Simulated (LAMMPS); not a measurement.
MD of CaO (rock salt) at zero pressure over temperature, 512 atoms; each row names its start.

Computed with classical MD, Buckingham potential of Lewis and Catlow, J. Phys. C 18, 1149 (1985), first set, used with rigid ions (no shells), PPPM sums, short-range terms cut at 10 Å, modified for these runs by an r^-4 repulsive force inside the short-range force's maximum (LAMMPS).

```
T (K), start                                 state                    volume                   enthalpy  first peak of g(r), Ca-O  coordination number of Ca by O                        D(Ca)                         D(O)
-------------  -----------------------------------  ------------------------  -------------------------  ------------------------  ------------------------------  ---------------------------  ---------------------------
100, crystal   crystal; no diffusion seen in 21 ps  13.9411 ± 0.0003 Å³/atom  -17.9981 ± 0.0001 eV/atom       2.41 Å, height 18.5        6.00 (counted to 3.30 Å)                            -                            -
200, crystal   crystal; no diffusion seen in 21 ps  13.9855 ± 0.0003 Å³/atom  -17.9723 ± 0.0001 eV/atom       2.41 Å, height 13.7        6.00 (counted to 3.34 Å)                            -                            -
300, crystal   crystal; no diffusion seen in 21 ps  14.0286 ± 0.0006 Å³/atom  -17.9460 ± 0.0003 eV/atom       2.40 Å, height 11.3        6.00 (counted to 3.34 Å)                            -                            -
1300, crystal  crystal; no diffusion seen in 21 ps  14.5052 ± 0.0009 Å³/atom  -17.6798 ± 0.0007 eV/atom        2.38 Å, height 5.5        6.00 (counted to 3.34 Å)                            -                            -
1740, crystal  crystal; no diffusion seen in 21 ps    14.738 ± 0.003 Å³/atom  -17.5605 ± 0.0006 eV/atom        2.38 Å, height 4.9        6.00 (counted to 3.42 Å)                            -                            -
2180, crystal  crystal; no diffusion seen in 21 ps    15.003 ± 0.001 Å³/atom  -17.4346 ± 0.0006 eV/atom        2.36 Å, height 4.3        6.00 (counted to 3.42 Å)                            -                            -
2610, crystal  crystal; no diffusion seen in 21 ps    15.282 ± 0.007 Å³/atom    -17.310 ± 0.002 eV/atom        2.36 Å, height 4.0        6.00 (counted to 3.42 Å)                            -                            -
3040, crystal  crystal; no diffusion seen in 21 ps    15.595 ± 0.004 Å³/atom    -17.177 ± 0.001 eV/atom        2.31 Å, height 3.7        6.00 (counted to 3.46 Å)                            -                            -
3480, crystal  crystal; no diffusion seen in 21 ps      15.96 ± 0.01 Å³/atom    -17.038 ± 0.002 eV/atom        2.31 Å, height 3.6        6.00 (counted to 3.50 Å)                            -                            -
2030, melt                                  liquid      18.17 ± 0.04 Å³/atom    -17.137 ± 0.003 eV/atom        2.23 Å, height 4.5        4.69 (counted to 3.26 Å)  (1.23 ± 0.07) × 10^-5 cm²/s  (1.42 ± 0.04) × 10^-5 cm²/s
2320, melt                                  liquid      18.77 ± 0.04 Å³/atom    -17.028 ± 0.002 eV/atom        2.22 Å, height 4.6        4.69 (counted to 3.34 Å)    (3.2 ± 0.1) × 10^-5 cm²/s    (3.2 ± 0.3) × 10^-5 cm²/s
2610, melt                                  liquid      19.08 ± 0.02 Å³/atom    -16.931 ± 0.002 eV/atom        2.20 Å, height 4.3        4.58 (counted to 3.30 Å)    (4.1 ± 0.2) × 10^-5 cm²/s    (4.2 ± 0.3) × 10^-5 cm²/s
2900, melt                                  liquid      19.55 ± 0.04 Å³/atom    -16.831 ± 0.001 eV/atom        2.20 Å, height 4.2        4.70 (counted to 3.42 Å)    (5.3 ± 0.2) × 10^-5 cm²/s    (5.8 ± 0.2) × 10^-5 cm²/s
3190, melt                                  liquid      19.91 ± 0.02 Å³/atom    -16.728 ± 0.004 eV/atom        2.19 Å, height 4.1        4.47 (counted to 3.30 Å)    (7.7 ± 0.4) × 10^-5 cm²/s    (8.6 ± 0.7) × 10^-5 cm²/s
3620, melt                                  liquid      20.55 ± 0.05 Å³/atom    -16.589 ± 0.003 eV/atom        2.17 Å, height 4.0                               -   (10.0 ± 0.9) × 10^-5 cm²/s  (1.30 ± 0.04) × 10^-4 cm²/s
4060, melt                                  liquid      21.28 ± 0.04 Å³/atom    -16.445 ± 0.004 eV/atom        2.14 Å, height 3.8                               -  (1.34 ± 0.06) × 10^-4 cm²/s  (1.50 ± 0.05) × 10^-4 cm²/s
4640, melt                                  liquid      22.38 ± 0.06 Å³/atom    -16.257 ± 0.004 eV/atom        2.16 Å, height 3.7                               -    (2.0 ± 0.1) × 10^-4 cm²/s  (1.94 ± 0.08) × 10^-4 cm²/s
```

Measured melting point: 2886 K (chemicals 1.5.2 (Python package), Misc/Physical Constants of Inorganic Compounds.csv; one source, unchecked).

Caution: the potential ionic pair potential lewis1985a is fitted to static crystal properties with a polarisable anion, which is rigid here.

Caution (rows 1300, crystal; 1740, crystal; 2180, crystal; 2610, crystal; 3040, crystal; 3480, crystal; 2030, melt; 2320, melt; 2610, melt; 2900, melt; 3190, melt; 3620, melt; 4060, melt; 4640, melt): a run this short can hold a crystal over, or a liquid under, the potential's own melting point, which these runs don't give.

From the crystal rows between 100 and 300 K, estimate the mean linear expansion coefficient and the heat capacity. The slope of ln V over three gives 10 × 10^-6 /K, and dH/dT = 3.0 kB/atom. Nuclei are classical here, so the heat capacity stays near 3 kB/atom, where a real crystal's falls off below its Debye temperature.

Fit an Arrhenius law to the diffusion of Ca in the liquid. ln D against 1/T from 2030 to 4640 K gives an activation energy of 0.80 eV and D0 = 0.0014 cm²/s.

Fit an Arrhenius law to the diffusion of O in the liquid. ln D against 1/T from 2030 to 4640 K gives an activation energy of 0.80 eV and D0 = 0.0015 cm²/s.

States go by the mean squared displacement: a species diffuses where it passes 1.5 Å², still rises and gives D over 1e-6 cm²/s; a crystal has left its structure where atoms lie 0.35 Å off their sites on average or a cubic box changes its shape by 3 %, or the axial ratios of another lie 8 % off the starting cell's, which the potential's own relaxation can also do.

Errors of D are the spread over four groups of atoms in one short run; a floor of about 5 %, a picked value, is safer.

Errors shown are sampling errors alone.
